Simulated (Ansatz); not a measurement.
ZnO (P6_3mc) under uniaxial stress along c (compression positive): electron conductivity mass by r2SCAN with spin-orbit coupling, rigid bands (plane waves, PAW; Ansatz, an electronic-structure program). The unloaded cell, whose axes the loads refer to:

```cif
data_O2Zn2
_chemical_formula_sum 'Zn2 O2'
_space_group_name_H-M_alt 'P63mc'
_space_group_IT_number 186
_space_group_name_Hall 'P 6c -2c'
_cell_length_a 3.22991
_cell_length_b 3.22991
_cell_length_c 5.21468
_cell_angle_alpha 90.000
_cell_angle_beta 90.000
_cell_angle_gamma 120.000
loop_
_atom_site_label
_atom_site_type_symbol
_atom_site_symmetry_multiplicity
_atom_site_Wyckoff_symbol
_atom_site_fract_x
_atom_site_fract_y
_atom_site_fract_z
_atom_site_occupancy
Zn1 Zn 2 b 0.66667 0.33333 0.49805 1
O1 O 2 b 0.33333 0.66667 0.37695 1
```

```csv
uniaxial stress along c (compression positive) (GPa),volume per atom (Å³),electron conductivity mass (mₑ)
-8.8,11.99,?
-4.4,11.89,0.201
-2.2,11.83,0.204
0,11.78,0.206
2.2,11.71,0.209
```

### Question
Fit a straight line to ln(electron conductivity mass) against the load over the rows given, and predict the row at -8.8 GPa.

### Answer
The means are x̄ = -1.100 GPa and ȳ = -1.5848; Σ(x − x̄)(y − ȳ) = 0.1395 and Σ(x − x̄)² = 24.20, so the slope is 0.577 % per GPa, and the rows given lie within 0.16 % of the line. At -8.8 GPa the line gives 0.196 mₑ; the calculation gives 0.194 mₑ, 1.1 % from it.

Masses are for dilute carriers at 300 K, harmonic means over directions unless an axis is named. Stresses and pressures are the targets of the relaxation. The structure type is held at every load. Geometry: cell and atoms relaxed with PBEsol.
